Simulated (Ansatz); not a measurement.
An Ansatz (a first-principles code) run: WP2 with a change (biaxial strain −1.15 %, plane normal [001], relaxed out of plane); Kohn–Sham DFT with the PBEsol functional, run in Ansatz with PAW and 420 eV plane waves, no spin-orbit coupling.

Input:

Ansatz 0.2 input:
```yaml
crystal:
  lattice:
    - [3.1125522621, 0, 0]
    - [1.556276131, 5.5041150697, 0]
    - [0, 0, 4.981665954]
  atoms:
    - { symbol: P, position: [0.0700993731, 0.8598012538, 0.3827898222] }
    - { symbol: P, position: [0.9299006269, 0.1401987462, 0.8827898222] }
    - { symbol: P, position: [0.7969534162, 0.4060931676, 0.200566043] }
    - { symbol: P, position: [0.2030465838, 0.5939068324, 0.700566043] }
    - { symbol: W, position: [0.4067842891, 0.1864314218, 0.4996441347] }
    - { symbol: W, position: [0.5932157109, 0.8135685782, 0.9996441347] }
basis: { ecutwfc: 420, ecutrho_ratio: 4, xc_grid: 2, fft_grid_basis: typed }
kpoints: { mp_grid: { grid: [15, 15, 10] } }
hamiltonian:
  xc: pbesol
  dispersion: none
  pseudopotentials: { kind: paw }
scf: { occupations: { method: fermi_dirac, width: 0.05 } }
relax: { f_tol: 0.005, max_steps: 50, cell: { stress_tol: 0.01, fix: [a, b, gamma] } }
output: { forces: true, stress: true }
checkpoint: { write: state.ck, write_every: 1000 }
```

Output (explanatory and most iteration lines left out):

```
Relaxation: its limit of steps is 50 (relax.max_steps)
Pseudopotential: P, paw, valence charge 5
Pseudopotential: W, paw, valence charge 14
Crystal: 6 atoms, lattice volume = 85.345 Å³
Basis set: ecut = 420 eV, 1675 PW (Γ), exchange–correlation on 48×80×72 points (8 copies of the dense FFT grid, shifted against one another)
Bands: 30, of which v1, the nominal top of the filled ones, is band 24 counted from 1 (23 counted from 0)
Symmetry: 4 space group operations
Space group: Cmc21 (ITA 36), of the structure as read, at distance tolerance 4.4e-5 Å
k-points: 384 of 2250 (time reversal used)
Functional: x = pbesol(κ = 0.804, μ = 0.12345679012345678), c = pbesol(β = 0.046)
SCF iter   1: F=—  HF=-23476.206000 eV  |F-HF|=—  |Δ(HF+E_count)|=         —  Δρ=8.65e-3  dr2=7.47e-2  ethr=1.77e-3  ⟨swp⟩=6.4  Hψ=57249  notcnv=0  defer=1
SCF iter   2: F=—  HF=-23476.193649 eV  |F-HF|=—  |Δ(HF+E_count)|=   1.24e-2  Δρ=3.95e-3  dr2=9.61e-3  ethr=1.56e-4  ⟨swp⟩=2.1  Hψ=16729  notcnv=0  defer=238
SCF 1 converged in 6 iterations: F = -23476.192159 eV  dr2 = 4.31e-8
relax step   1: F+E_penalty+E_count = -23476.19215885 eV  Δ(F+E_penalty+E_count) = +0.000e0 eV  max|allowed force component| = 1.319e-1 eV/Å  Δτ_max = 0.0000 Å  P = +4.053 GPa  Ω = 85.345 Å³  fix = [a, b, gamma]  reactions: a +4.567, b +6.627 GPa; gamma +0.583 GPa/rad  (6 SCF iters, dr2 threshold 1.00e-7 eV, accepted)
[... steps on the carried basis left out ...]
relax step   5: F+E_penalty+E_count = -23476.19409499 eV  Δ(F+E_penalty+E_count) = -5.474e-6 eV  max|allowed force component| = 5.657e-4 eV/Å  Δτ_max = 0.0003 Å  P = +3.326 GPa  Ω = 85.593 Å³  energy of the carried Pulay correction = -7.972e-5 eV  fix = [a, b, gamma]  reactions: a +4.080, b +5.898 GPa; gamma +0.514 GPa/rad  (4 SCF iters, dr2 threshold 2.38e-9 eV, accepted)
Crystal: 6 atoms, lattice volume = 85.593 Å³
SCF iter   1: F=—  HF=-23476.194176 eV  |F-HF|=—  |Δ(HF+E_count)|=         —  Δρ=2.77e-5  dr2=1.78e-8  ethr=1.02e-7  ⟨swp⟩=3.1  Hψ=87184  notcnv=0
SCF iter   2: F=—  HF=-23476.194174 eV  |F-HF|=—  |Δ(HF+E_count)|=   1.48e-6  Δρ=1.41e-5  dr2=5.37e-9  ethr=3.71e-11  ⟨swp⟩=3.0  Hψ=25806  notcnv=0
SCF 6 converged in 6 iterations: F = -23476.194175 eV  dr2 = 3.64e-13
SCF converged after 6 iterations
Free energy (F): -23476.194175 eV
Internal energy: -23476.185448 eV  (E = F + TS)
E sigma→0 (E₀):  -23476.189811 eV
Entropy (-TS):   -0.008727 eV (-1.454 meV/atom)
Fermi energy:    15.882986 eV
--- Forces (eV/Å), atoms counted from 1 ---
  atom   1  P      0.00000000    -0.00032503     0.00021237
  atom   2  P     -0.00000000     0.00032503     0.00021237
  atom   3  P     -0.00000000     0.00006634     0.00035129
  atom   4  P      0.00000000    -0.00006634     0.00035129
  atom   5  W      0.00000000    -0.00011450    -0.00056364
  atom   6  W     -0.00000000     0.00011450    -0.00056364
--- Stress (GPa, compression-positive) ---
        4.382680      -0.000000       0.000000
       -0.000000       5.597142       0.000000
        0.000000       0.000000       0.001197
  P = ⅓ Tr σ = 3.3270 GPa (33.270 kbar)
--- Relaxed structure (5 steps of the walk, 5 accepted, 1 SCFs on fresh bases) ---
  cell:  # Å, volume = 85.5933 Å³
    - [3.1125522621, 1.4137458709159748e-11, 2.723083009421182e-34]
    - [1.5562761310250002, 5.504115069707069, 1.3615415046887194e-34]
    - [4.3583171544232635e-34, 0.0, 4.99615403558203]
  atoms:
    - { symbol: P, position: [0.0707023632947561, 0.8585952734104879, 0.38212486936113815] }
    - { symbol: P, position: [0.929297636705244, 0.1414047265895121, 0.882124869361138] }
    - { symbol: P, position: [0.797134074785696, 0.40573185042860793, 0.2005600704428397] }
    - { symbol: P, position: [0.20286592521430397, 0.5942681495713921, 0.7005600704428397] }
    - { symbol: W, position: [0.4067337419534166, 0.1865325160931667, 0.500315060096022] }
    - { symbol: W, position: [0.5932662580465835, 0.8134674839068331, 1.0003150600960222] }
```

Without a gap, meshes like the base's 15×15×10 leave anisotropic stresses uncertain by several tenths of a GPa, and small strain energies with them. Whether these cells are dynamically stable was not tested. All final runs are without spin polarisation. The cell was made from WP2 (space group Cmc2_1, No. 36) by this change: biaxial strain −1.15 %, plane normal [001], relaxed out of plane.
